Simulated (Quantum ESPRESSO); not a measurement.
How far to go with the plane-wave cutoff: YAl2 (R3m, 6 atoms in the cell)

```xyz
6
Lattice="0.0000 3.9127 3.9127 3.9127 0.0000 3.9127 3.9127 3.9127 0.0000" Properties=species:S:1:pos:R:3 pbc="T T T"
Y      5.8979     5.8979     5.8979
Y      3.9127     3.9127     3.9127
Al     2.9345     0.9782     2.9345
Al     0.9782     0.9782     0.9782
Al     0.9782     2.9345     2.9345
Al     2.9345     2.9345     0.9782
```

Method of the run: PBEsol, SSSP 1.1.2 efficiency (PBE) pseudopotentials (plane waves; Quantum ESPRESSO).

Base settings: ecutwfc = 40 Ry; ecutrho = 320 Ry; occupations = smearing; smearing = fermi-dirac; degauss = 0.0073499 Ry; input_dft = pbesol; potentials = {Y: Y_pbe_v1.uspp.F.UPF, Al: Al.pbe-n-kjpaw_psl.1.0.0.UPF}; K_POINTS = automatic 3 3 3 0 0 0; conv_thr = 1e-11 Ry.

Moved along: ecutrho.

The second cell is the first with its lattice scaled by 0.98.

The mesh stays at the base's, so the ladder's end is converged at best in this setting alone.

Only quantities that move along the ladder and can be compared are tabulated.

The count of work is k-points × plane waves × bands × iterations; it is no time. 

The starting cell comes from a database of computed structures (which also holds hypothetical and non-ambient phases and stackings), without a prior relaxation at this level. Its lattice was rescaled by up to half a per cent. One atom was moved a little off its site on purpose. Without a gap this mesh is coarse (it stands for a supercell whose shortest vector is 17 Å).

Steps (ecutwfc): 14 Ry; 16 Ry; 18 Ry; 20 Ry; 22 Ry; 24 Ry; 28 Ry; 32 Ry; 36 Ry; 40 Ry; 44 Ry; 48 Ry; 54 Ry; 60 Ry; 70 Ry; 80 Ry; 96 Ry.

Task: What is the coarsest ecutwfc that holds the energy of the compressed cell less the first within 0.2 meV/atom of the last step, with all finer ones?

Result: 28 Ry, at 0.14 of the last step's count of work; the step before is off by 0.60 meV/atom.

Task: What is the coarsest ecutwfc that holds the pressure within 0.1 GPa of the last step, with all finer ones?

Result: 32 Ry, at 0.17 of the last step's count of work; the step before is off by 0.32 GPa.

Task: What is the coarsest ecutwfc that holds the free energy within 0.5 meV/atom of the last step, with all finer ones?

Result: 54 Ry, at 0.40 of the last step's count of work; the step before is off by 0.55 meV/atom.

```tsv
ecutwfc	free energy less the last step's (meV/atom)	energy of the compressed cell less the first (meV/atom)	pressure (GPa)	count of work / last
14 Ry	148.19	15.82	-7.85	0.052
16 Ry	55.80	12.86	-2.35	0.064
18 Ry	40.10	13.38	-0.99	0.075
20 Ry	36.16	13.64	-1.07	0.096
22 Ry	29.20	13.38	-1.33	0.10
24 Ry	20.33	13.30	-1.42	0.13
28 Ry	7.48	12.68	-1.22	0.14
32 Ry	2.40	12.73	-0.99	0.17
36 Ry	1.57	12.69	-0.91	0.23
40 Ry	1.38	12.70	-0.92	0.25
44 Ry	0.98	12.69	-0.93	0.31
48 Ry	0.55	12.69	-0.92	0.35
54 Ry	0.29	12.69	-0.91	0.40
60 Ry	0.23	12.70	-0.90	0.49
70 Ry	0.12	12.69	-0.91	0.66
80 Ry	0.04	12.69	-0.90	0.82
96 Ry	0.00	12.69	-0.90	1.0
```

The energy difference between the two cells stays within 1 meV/atom of the last step's from 16 Ry on, the total only from 44 Ry on: much of the error is common to both cells and cancels.

At the lowest cutoff the pressure lies 7.0 GPa under the last step's, the usual sign of Pulay stress in an incomplete plane-wave basis.
